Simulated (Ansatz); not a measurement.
# Pressure series in ZrSe2

Start from ZrSe₂ in the CdI2 type structure (space group P-3m1, No. 164; a = 3.7351 Å, c = 6.0315 Å; layered, stacked along the Cartesian z axis).

Cell and atoms are relaxed at each pressure.

Calculations: PBE-D3(BJ), PAW, 420 eV (Ansatz, an electronic-structure program; no SOC).

Notes on the quantities. enthalpy: H = E + PV relative to the base's energy.

| case | band gap | enthalpy | density |
|---|---|---|---|
| base | zero | – | 5.68 g/cm³ |
| pressure −1 GPa | 0.22 eV | -0.15 eV/atom | 5.47 g/cm³ |
| pressure 0.3 GPa | zero | +0.05 eV/atom | 5.73 g/cm³ |
| pressure 0.7 GPa | zero | +0.11 eV/atom | 5.79 g/cm³ |
| pressure 1.5 GPa | zero | +0.22 eV/atom | 5.90 g/cm³ |
| pressure 3 GPa | zero | +0.44 eV/atom | ___ |
| pressure 5 GPa | zero | +0.72 eV/atom | ___ |
| pressure 7.5 GPa | zero | +1.05 eV/atom | 6.51 g/cm³ |
| pressure 10 GPa | zero | +1.38 eV/atom | 6.72 g/cm³ |

Question: Fill in the withheld entries from the trend.

Answer: 
- pressure 3 GPa, density: 6.08 g/cm³
- pressure 5 GPa, density: 6.29 g/cm³

Load acts through the strain it causes; cell and atoms are relaxed under it. Whether these cells are dynamically stable was not tested. Competing high-pressure phases were not computed. The final runs are not spin-polarised. Gaps under 0.05 eV, about the width of the smearing, are given as zero. The zero or small gap of ZrSe2 can change with the level of theory.
